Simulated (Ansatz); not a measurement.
Checking a run of Ansatz (a program for electronic structure) on ScPd (Pm-3m, 2 atoms in the cell). The aim is a self-consistent single point with DFT, PBEsol, plane waves, default PAW files made with PBE.

Cell that was meant: a = 3.2390 Å, b = 3.2390 Å, c = 3.2390 Å, α = 90.00°, β = 90.00°, γ = 90.00°.

Part of the input:

```yaml
crystal:
  lattice:
    - [6.12083800, 0.00000000, 0.00000000]
    - [0.00000000, 6.12083800, 0.00000000]
    - [0.00000000, 0.00000000, 6.12083800]
  atoms:
    - { symbol: Pd, position: [0.00000000, 0.00000000, 0.00000000] }
    - { symbol: Sc, position: [0.50000000, 0.50000000, 0.50000000] }
```

Output, abridged:

```
WARN basis.ecutwfc = 420 eV, the default
WARN ansatz: RAYON_NUM_THREADS=1 ignored (pool sized by the plan → 1); use --threads N
   [... lines left out ...]
PAW frozen core: Sc, regenerated for the run's functional, and the local potential with it
Initial density: superposition of atomic densities (neutral atoms: chi_scale 0, normalization atom), corrected by the library's trained network
Initial wavefunctions: pseudopotential atomic-orbital guess
Eigensolver: davidson
Functional: x = pbesol(κ = 0.804, μ = 0.12345679012345678), c = pbesol(β = 0.046)
SCF iter   1: F=—  HF=-9009.699645 eV  |F-HF|=—  |Δ(HF+E_count)|=         —  Δρ=2.21e-2  dr2=3.77e0  ethr=1.77e-3  ⟨swp⟩=4.9  Hψ=1568  notcnv=0
all-band conjugate gradients solve this SCF's bands
preconditioner: auto → LDOS
SCF iter   2: F=—  HF=-9012.730596 eV  |F-HF|=—  |Δ(HF+E_count)|=    3.03e0  S|Δr|=    0.00e0  Δρ=3.47e-1  dr2=8.02e2  ethr=1.77e-3  ⟨swp⟩=4.0  Hψ=1004  notcnv=0  defer=3  recentre
   [... lines left out ...]
SCF iter  18: F=—  HF=-9009.437946 eV  |F-HF|=—  |Δ(HF+E_count)|=   1.24e-7  S|Δr|=    0.00e0  Δρ=1.14e-5  dr2=5.61e-7  ethr=3.45e-10  ⟨swp⟩=4.2  Hψ=1240  notcnv=0
SCF iter  19: F=-9009.437946 eV  HF=-9009.437946 eV  |F-HF|=1.46e-10  |Δ(HF+E_count)|=   1.56e-8  S|Δr|=    0.00e0  Δρ=8.91e-7  dr2=2.94e-9  ethr=3.45e-10  ⟨swp⟩=2.1  Hψ=1274  notcnv=0
SCF 1, on 19 bands, converged in 19 iterations: F = -9009.437946 eV; the run's SCF on all bands comes behind
The result of the SCF on 19 bands, without a stress, told ahead of the SCF on all bands, whose result is the run's:
Stability not checked (fill_not_monotonic)
Free energy (F): -9009.437946 eV
Internal energy: -9009.395547 eV  (E = F + TS)
E sigma→0 (E₀):  -9009.423813 eV
Entropy (-TS):   -0.042399 eV (-21.199 meV/atom)
Fermi energy:    -0.716625 eV
--- Forces (eV/Å), atoms counted from 1 ---
  atom   1  Pd    -0.00000000    -0.00000000    -0.00000000
  atom   2  Sc     0.00000000     0.00000000     0.00000000
Crystal: 2 atoms, lattice volume = 229.315 Å³
Bands: 20, of which v1, the nominal top of the filled ones, is band 15 counted from 1 (14 counted from 0)
   [... lines left out ...]
preconditioner: auto → LDOS
Free energy (F): -9009.437946 eV
Fermi energy:    -0.716591 eV
   [... lines left out ...]
  atom   2  Sc     0.00000000     0.00000000    -0.00000000
--- Stress (GPa, compression-positive) ---
       -1.585799       0.000000       0.000000
        0.000000      -1.585799       0.000000
        0.000000       0.000000      -1.585799
  P = ⅓ Tr σ = -1.5858 GPa (-15.858 kbar)
  The stress holds the Pulay correction. Without it, at fixed plane waves, as pw.x and ABINIT print it: P = -1.5892 GPa
```

Problem. Can these results be used? Check the input.

Solution. The run is not sound. The fault is this: lattice typed in bohr, read as angstrom. Bohr and ångström differ by a factor of 1.89; the cell that the program reads is then far too large or far too small. To fix it, give the lengths in the unit that the key or card expects. The run converged in 22 iterations without an error; against the sound input the free energy goes up by 5.16 eV/atom and the pressure goes from 3.86 to -1.59 GPa.

An input that runs soundly differs in these lines (not the only fix; some lines may just follow from the change or write a value another way):
```diff
-    - [6.12083800, 0.00000000, 0.00000000]
-    - [0.00000000, 6.12083800, 0.00000000]
-    - [0.00000000, 0.00000000, 6.12083800]
+    - [3.23900800, 0.00000000, 0.00000000]
+    - [0.00000000, 3.23900800, 0.00000000]
+    - [0.00000000, 0.00000000, 3.23900800]
```

With that input, the run converged in 5 iterations: free energy E − TS (on the zero of these files) -9019.7585 eV; Fermi level (on the code's own zero) 16.02 eV; pressure 3.86 GPa (DFT, PBEsol, plane waves, default PAW files made with PBE).

On the sound input: the starting cell comes from a database of published, mostly measured structures (it also holds non-ambient and calculated ones), without a prior relaxation at this level. Its lattice was rescaled by a random factor within 2.5 % of one. Spin polarisation is off. With a pressure of about 4 GPa the cell is away from its equilibrium volume at this level. Ansatz's pressure includes its estimate of the finite-basis (Pulay) stress.

Keys are those of Ansatz 0.2.
